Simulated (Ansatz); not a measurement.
The parent structure is CrPdO2 (space group R-3m, No. 166; ferromagnetic; a model cell, its experimental status unchecked; relaxed with 0.1 eV smearing).

```
CELL_PARAMETERS angstrom
      1.45789     0.84171     5.98298
     -1.45789     0.84171     5.98298
      0.00000    -1.68343     5.98298
ATOMIC_POSITIONS crystal
  Pd 0.00000 0.00000 0.00000
  Cr 0.50000 0.50000 0.50000
  O  0.11155 0.11155 0.11155
  O  0.88845 0.88845 0.88845
```

Cartesian axes are those of the cell as printed.

All numbers come from PBEsol, PAW, 420 eV (Ansatz, a quantum-chemistry and plane-wave program; without spin-orbit coupling).

The change: an isotropic linear strain of +2.24 %; the atoms relax in the strained cell.

### Question
Predict the stress tensor and what it implies for the stiffness.

### Answer
Stress of the strained cell less that of the base (GPa, compression positive):
```
  -10.1     0.0     0.0
    0.0   -10.1     0.0
    0.0     0.0   -14.8
```

Then B = −ΔP/(ΔV/V₀) with ΔV/V₀ = 0.0687 gives secant stiffness values (nonlinear terms included at this strain): B (at held cell shape, above the free-shape value) ≈ 170 GPa.

As a check, the harmonic strain energy −½ V₀ Δσ:ε is 27 meV/atom; the computed energy rise is 29 meV/atom.

No phonon test of stability was made. No Hubbard U is applied and the magnetic state is the run's own (CrPdO2 ferromagnetic); other magnetic orders, which need larger cells, were not tried and can change the gap.
